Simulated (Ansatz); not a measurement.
# AgI, response to strain and stress

Consider AgI in the rock salt structure (space group Fm-3m, No. 225; a = 5.985 Å; a model cell, its experimental status unchecked). Axes: x, y, z lie along the cube axes.

Strains are applied to the cell and any free atomic positions relax; under biaxial strain the out-of-plane vector relaxes too; under stress the whole cell relaxes.

Computed with plane-wave PAW DFT at the PBEsol level (Ansatz, a quantum-chemistry and plane-wave program, 420 eV), without spin-orbit coupling.

Candidates:
(a) uniaxial stress, 8 GPa compression along x
(b) isotropic strain −4.02 %
(c) tensor shear ε_xy = −2.03 %
(d) biaxial strain +3.76 %, plane normal [111], relaxed out of plane

Notes on the quantities. energy relative to the base: free energy F.

Task: Order them by energy relative to the base, lowest first.

Result: (c) tensor shear ε_xy = −2.03 % (+1.5 meV/atom), (d) biaxial strain +3.76 %, plane normal [111], relaxed out of plane (+11 meV/atom), (a) uniaxial stress, 8 GPa compression along x (+52 meV/atom), (b) isotropic strain −4.02 % (+68 meV/atom)

A case with no gap was solved on a k-mesh chosen for an insulator, which is coarse for it. Stability under load was not tested beyond the relaxation. The final runs are not spin-polarised. This is not the structure that AgI has at room temperature and ambient pressure.
